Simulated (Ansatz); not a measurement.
An Ansatz (a program for electronic structure) input (Kohn–Sham DFT with the PBE-D3(BJ) functional, run in Ansatz with PAW and 420 eV plane waves, no SOC):

Ansatz 0.2 input:
```yaml
crystal:
  lattice:
    - [4.0320934455, 0, 0]
    - [-2.0160467228, 3.4918953542, 0]
    - [0, 0, 17.6911537404]
  atoms:
    - { symbol: In, position: [0.3333333333, 0.6666666667, 0.6666762631] }
    - { symbol: In, position: [0.6666666667, 0.3333333333, 0.1666762631] }
    - { symbol: In, position: [0.6666666667, 0.3333333333, 0.3333237369] }
    - { symbol: In, position: [0.3333333333, 0.6666666667, 0.8333237369] }
    - { symbol: Se, position: [0.3333333333, 0.6666666667, 0.0899212296] }
    - { symbol: Se, position: [0.6666666667, 0.3333333333, 0.5899212296] }
    - { symbol: Se, position: [0.6666666667, 0.3333333333, 0.9100787704] }
    - { symbol: Se, position: [0.3333333333, 0.6666666667, 0.4100787704] }
basis: { ecutwfc: 420, ecutrho_ratio: 4, xc_grid: 2, fft_grid_basis: typed }
kpoints: { mp_grid: { grid: [9, 9, 2] } }
hamiltonian:
  xc: pbe
  dispersion: d3bj
  pseudopotentials: { kind: paw }
scf: { occupations: { method: fermi_dirac, width: 0.05 }, convergence: { dr2_threshold: 0.0000000008 } }
relax: { f_tol: 0.005, max_steps: 50 }
output: { forces: true, stress: true }
checkpoint: { write: state.ck, write_every: 1000 }
```

Task: Which symmetry and how many k-points will the program report, and about how many plane waves at Γ?

Result: Space group P63/mmc (ITA 194) with 24 operations, k-points 24 of 162, and 4895 plane waves at Γ.

Task: And the final pressure?

Result: -0.65 GPa (compression positive).

The cells carry an imposed strain or load. Stability against distortions was not tested. The cell was made from InSe in the beta-GaS type structure (space group P6_3/mmc, No. 194; layered, stacked along the Cartesian z axis) by this change: uniaxial strain ε_zz = +5.53 %.
